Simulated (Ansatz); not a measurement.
AlRu under a change: isotropic strain +4.92 %

Start from AlRu in the CsCl type structure (space group Pm-3m, No. 221; a = 2.977 Å; relaxed with 0.1 eV smearing).

Modification: an isotropic linear strain of +4.92 %; the atoms relax in the strained cell.

Level of theory: DFT with PBEsol, PAW potentials and a 420 eV plane-wave cutoff in Ansatz (an electronic-structure program), without spin-orbit coupling. Γ-centred 19×19×19 mesh, Fermi–Dirac width 0.1 eV.

```csv
quantity,base,changed,shift
volume per atom,13.19 Å³,15.24 Å³,+2.045 Å³
space group,Pm-3m (No. 221),Pm-3m (No. 221),–
shortest interatomic distance,257.8 pm,270.5 pm,+12.7 pm
energy relative to the base (free energy F),0 meV/atom,+167 meV/atom,+167 meV/atom
pressure,0.0 GPa,-22.9 GPa,-22.9 GPa
band gap,zero,zero,–
```

Final structure:

```
CELL_PARAMETERS angstrom
      3.12350     0.00000     0.00000
      0.00000     3.12350     0.00000
      0.00000     0.00000     3.12350
ATOMIC_POSITIONS crystal
  Al 0.00000 0.00000 0.00000
  Ru 0.50000 0.50000 0.50000
```

Cost of the whole job for the changed cell (relaxation, final SCF and bands): roughly 14 core-seconds.

Stability against distortions was not tested. All final runs are without spin polarisation.
